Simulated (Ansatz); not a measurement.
Input:

End structure of a constructed model of the (110) surface of bcc V, a pseudomorphic layer of Os in the host's stacking (bottom of the slab: a bare face, its two planes held):

```xyz
7
Lattice="2.5956 0.0000 0.0000 -0.8652 2.4472 0.0000 0.0000 0.0000 29.5000" Properties=species:S:1:pos:R:3 pbc="T T T"
V      0.8652     1.2236     8.1005
V      0.0000     0.0000    10.2199
V      0.8652     1.2236    12.3273
V      0.0000     0.0000    14.4483
V      0.8652     1.2236    16.5583
V      0.0000     0.0000    18.6751
Os     0.8652     1.2236    20.6988
```

Slab: 7 atoms, 13.3 Å thick at the start; k 15x15x1, smearing 0.1 eV, dipole-corrected; 2 atoms held, the rest relaxed; held to the start's symmetry, so lower structures may exist; no spin, no spin-orbit, no U. It is one candidate, not shown to be the stable structure of the face.

### Question
What is the computed work function of the top face (PBE in Ansatz, a program for electronic structure)?

### Answer
4.88 eV
